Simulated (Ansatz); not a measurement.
Bi on the S site (Bi_S) in zinc-blende ZnS: one set of geometries, relaxed with PBE, evaluated in Ansatz (PAW, plane waves to 420 eV, 500 eV under r2SCAN) with PBE, r2SCAN.

Set-up: 64-site cell; 2×2×2 shifted k-points; start: the S site; charged states image-corrected; no spin–orbit coupling; not converged in cell size.

```
quantity                                                                      PBE  r2SCAN
---------------------------------------------------------------------------  ----  ------
host gap (eV)                                                                2.01     ___
ε(0/−1) above the VBM (eV)                                                   1.13     ___
neutral formation energy against rhombohedral Bi, S8 molecule in a box (eV)  3.90     ___
largest moment on one atom at charge 0 (μB)                                  0.15     ___
```

Q: Given the lower rungs, what does r2SCAN give?

A: 
- host gap (eV), r2SCAN: 2.56
- ε(0/−1) above the VBM (eV), r2SCAN: 1.30
- neutral formation energy against rhombohedral Bi, S8 molecule in a box (eV), r2SCAN: 3.99
- largest moment on one atom at charge 0 (μB), r2SCAN: 0.17

Ansatz is a quantum-chemistry and plane-wave program.
